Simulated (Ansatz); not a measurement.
## Effect of x(Rh) = 0.75, 4 atoms, Pmmm on Ag

Start from Ag in the fcc (Cu type) structure (space group Fm-3m, No. 225; a = 4.149 Å).

The other end (x = 1) is Rh in the fcc (Cu type) structure (space group Fm-3m, No. 225): 14.05 Å³/atom, gap zero.

Now apply this change: Rh replaces 75.0 % of the Ag, ordered in a cell of 4 atoms (starting symmetry Pmmm) and fully relaxed.

Method: PBE/PAW in Ansatz (a program for electronic structure), no spin-orbit coupling. k-mesh 17×12×8 (Γ-centred); smearing 0.05 eV (Fermi–Dirac), for the changed cell.

The volume per atom falls by 2.92 Å³ (17.85 Å³ → 14.93 Å³) and the density grows by 1.551 g/cm³ to 11.59 g/cm³. The shortest interatomic distance shrinks by 29.5 pm to 263.8 pm and the band gap is still zero. The mixing energy amounts to +0.20 eV/atom (to 0.01 eV only: unlike meshes or grids) and the deviation of the volume from the linear (Vegard-type) interpolation comes out as -0.5 %.

Final structure:

```
AgRh3
1.0
    2.74764     0.00000     0.00000
    0.00000     3.84730     0.00000
    0.00000     0.00000     5.64826
Ag Rh
1 3
Cartesian
  0.00000   0.00000   0.00000
  1.37382   1.92365   4.14329
  0.00000   0.00000   2.82413
  1.37382   1.92365   1.50496
```

Cost of the whole job for the changed cell (relaxation, final SCF and bands): about 6 core-minutes (a rough figure).

These are small ordered cells, not random alloys; other orderings at the same x differ. No phonon test of stability was made. All final runs are without spin polarisation. AgRh3 has a high density of states at the Fermi level and may be magnetic at this level.
